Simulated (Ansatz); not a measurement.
Given:

```
CSi
1.0
    0.00000     2.17816     2.17816
    2.17816     0.00000     2.17816
    2.17816     2.17816     0.00000
Si C
1 1
Direct
  0.25000   0.25000   0.25000
  0.00000   0.00000   0.00000
```

These are r2SCAN with spin-orbit coupling, rigid bands (plane waves, PAW; Ansatz, a first-principles code) values and carry that method's errors. Geometry: cell and atoms relaxed with r2SCAN.

### Question
Predict the electron conductivity mass (n e² τ/σ) at 300 K, by direction if it differs.

### Answer
0.30 mₑ.

### Question
What conductivity effective mass do dilute holes have at 300 K?

### Answer
0.68 mₑ.

### Question
And the band gap?

### Answer
1.71 eV at this level; semilocal functionals usually fall short of the measured gap.

Rigid bands, one relaxation time for all states, no polarons.
